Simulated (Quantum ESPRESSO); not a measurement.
Quantum ESPRESSO 7.5, DFT, PBE, plane waves, SSSP 1.1.2 efficiency PBE: Pt(111) slab of 9 layers, 1x1 (Pt9), unrelaxed, 9 atoms. Basis and mesh were picked for this test and aren't claimed converged.

```fortran
&CONTROL
  calculation = 'scf'
  pseudo_dir = './pseudo'
  outdir = './out'
  tprnfor = .true.
  tstress = .false.
/
&SYSTEM
  ibrav = 0
  nat = 9
  ntyp = 1
  ecutwfc = 45
  ecutrho = 360
  occupations = 'smearing'
  smearing = 'mv'
  degauss = 0.02
/
&ELECTRONS
  conv_thr = 9.000000000000001e-09
  diagonalization = 'cg'
/
ATOMIC_SPECIES
Pt 195.0840 pt_pbe_v1.4.uspp.F.UPF
CELL_PARAMETERS angstrom
  2.774687000000   0.000000000000   0.000000000000
  1.387344000000   2.402949000000   0.000000000000
  0.000000000000   0.000000000000  32.124180000000
ATOMIC_POSITIONS crystal
Pt   0.333333000000   0.333333000000   0.217904000000
Pt   0.666667000000   0.666667000000   0.288428000000
Pt   0.000000000000   0.000000000000   0.358952000000
Pt   0.333333000000   0.333333000000   0.429476000000
Pt   0.666667000000   0.666667000000   0.500000000000
Pt   0.000000000000   0.000000000000   0.570524000000
Pt   0.333333000000   0.333333000000   0.641048000000
Pt   0.666667000000   0.666667000000   0.711572000000
Pt   0.000000000000   0.000000000000   0.782096000000
K_POINTS automatic
6 6 1 0 0 0
```

```bash
OMP_NUM_THREADS=1 mpirun -np 48 pw.x -nk 4 -in pw.in
```

The program reports k-points computed: 7, bands: 86, electrons: 144, G-vectors of the density: 166543, FFT grid: 36×36×375, symmetry operations: 12.

It runs on a single node (AMD EPYC (Zen 5), 96 cores on 1 socket, no SMT, 12 L3 cache groups; 94 cores' worth of CPU time may be used).

On 48 ranks this takes 9.1 s. Each time is the median wall time of two to five repeats, run one at a time on the otherwise empty machine; start-up is included. Unless noted, each process is bound to its own block of adjacent cores. The build: conda-forge: Open MPI 5.0, OpenMP, OpenBLAS 0.3.34 (pthreads), FFTW, ScaLAPACK, ELPA; another build can shift the numbers. Scratch files lie in a memory file system.

Question: What should be changed to get the same answer (within 1.0 meV/atom in energy, 10 meV/Å in forces (largest component)) sooner? Keep to 48 cores.

Answer: Several could match; the one computed here: going from diagonalization = cg to diagonalization = david (default), one of the fastest of the measured ones that keep the result.

```diff
-  diagonalization = 'cg'
```

Time: 9.1 s to 6.0 s (1.5× as fast). The largest move is in non-local projectors (h_psi:calbec, add_vuspsi, s_psi): 2.2 s to 0.43 s. SCF iterations go from 23 to 22. These two results differ by: energy equal as printed, forces (largest component) 0.52 meV/Å. Others tried: diago_thr_init = 1e-05, diagonalization = david (default) (6.1 s); diago_david_ndim = 3, diagonalization = david (default) (6.2 s); diago_david_ndim = 4, diagonalization = david (default) (6.3 s); diago_full_acc = true, diagonalization = david (default) (6.4 s); diagonalization = rmm-davidson (6.8 s); diagonalization = rmm-paro (7.0 s); diagonalization = rmm-davidson, diago_rmm_ndim = 2 (7.2 s); diagonalization = rmm-davidson, diago_rmm_ndim = 6 (7.6 s); diagonalization = rmm-davidson, diago_rmm_conv = true (7.6 s); diagonalization = cg, diago_cg_maxiter = 5 (9.0 s); diagonalization = paro (10.0 s).
